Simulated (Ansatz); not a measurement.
**SiO2: transverse stress against strain**

SiO2 (rutile, P4_2/mnm, 8.046 Å³/atom and stress up to 0.01 GPa in the relaxed cell, c along z) under a strain ε along c (axis z), the other axes held. PBE in Ansatz, a plane-wave DFT program (PAW, default set), 420 eV, 8×8×12 Γ-centred mesh, Fermi-Dirac smearing 0.05 eV; ions are relaxed, or left where forces stay under 0.02 eV/Å, within the symmetry of each cell. Stress is positive for a compressed cell.

Here s stands for strain and y for stress xx.

```csv
strain (%),stress xx (GPa)
-3.00,?
-1.20,2.19
-0.60,1.08
0.00,0.01
0.60,-1.03
1.20,-2.06
```

Fit y of the 5 rows that show it with a straight line. Means: s 0, y 0.038. About the means, the sum of products is -6.3660 and the sum of squares of s is 3.6000; the slope is their ratio. Least squares gives y = 0.038 - 1.7683·s. Residuals (row less fit): 0.030, -0.019, -0.028, -0.007, 0.024; standard error 0.030 (degrees of freedom: 3). The slope gives the elastic constant C13 = 177 ± 2 GPa (± standard error of the fit, which holds the terms cut off).

Problem. Estimate the missing y (s = -3.00); what did the run itself give?

Solution. y = 0.038 - 1.7683 × (-3.0) = 5.343 GPa. The calculation gives 5.57 GPa, 0.227 GPa above the prediction (3.0 % of the range of y in the table). The row lies outside the fitted rows, so this is an extrapolation. From the scatter of the fitted rows alone, a prediction at this place has a standard error of 0.057 GPa, so the miss is 4.0 times that.

A polynomial of degree 2 through the 10 other runs of the series gives 5.58 there, so most of the miss is curvature that the fit leaves out. SiO2 is here stishovite, a high-pressure form. Rows are the converged runs of the series near zero and its far end; series whose fitted rows scatter by over a few per cent of the range, as at a crossing or softening among them, aren't shown in this form, nor equations of state whose B0' disagrees with the runs' pressures. Most that stay on the fit to the last digits aren't either.
